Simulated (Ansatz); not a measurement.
Take CsSnI3 in the cubic perovskite structure (space group Pm-3m, No. 221) as the base.

```
CsSnI3
1.0
    6.27131     0.00000     0.00000
    0.00000     6.27131     0.00000
    0.00000     0.00000     6.27131
Cs Sn I
1 1 3
Cartesian
  0.00000   0.00000   0.00000
  3.13566   3.13566   3.13566
  3.13566   0.00000   3.13566
  0.00000   3.13566   3.13566
  3.13566   3.13566   0.00000
```

Method: PBE (Ansatz, a first-principles code, PAW, spin-orbit coupling left out).

Before the change:

| Item | Value |
|---|---|
| Band gap | 0.45 eV |
| Electron mass | 0.035, 0.75, 0.75 mₑ (at R) |

Perturbation: a negative pressure, −1 GPa.

**Question.** What happens to the band gap and electron mass?

**Answer.** The band gap goes up by 0.33 eV (0.45 eV → 0.78 eV); the electron mass (degenerate bands, along [100]) changes from 0.035, 0.75, 0.75 mₑ (at R) to 0.054, 0.83, 0.83 mₑ (at R).

With I present, leaving out spin-orbit coupling can change the band edges. Load acts through the strain it causes; cell and atoms are relaxed under it. Masses are band curvatures over ±0.01 Å⁻¹ around the edge. No phonon test of stability was made. Many cubic perovskites are stable only at high temperature; tilts and polar distortions were not tested.
